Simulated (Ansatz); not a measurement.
The starting structures come from a database of crystals and need not be the phases stable at ambient conditions.

 Where the default PAW files enter, the runs use the earlier of Ansatz's two default sets.

By PBEsol, the system below comes out a metal.

The ballistic (Sharvin) conductance counts the channels at the Fermi level: G/A = (e²/h) × channels of both spins per area.

```
Au
1.0
    2.91969     0.00000     0.00000
    0.00000     4.89317     0.00000
   -1.36439     0.00000     2.39683
Au
2
Direct
  0.66934   0.25000   0.33467
  0.33066   0.75000   0.66533
```

Space group of this cell: P2_1/m. The cell is strained (lengths along the current scaled by 0.97, ions clamped).

The current flows along the normal of the first two printed cell vectors. No spin-orbit coupling; the value is a mean over 0.1 eV about the Fermi level.

Problem. Give the ballistic conductance per area that PBEsol in Ansatz (an electronic-structure program) yields.

Solution. 0.87 × 10¹⁵ S/m² for both spins.
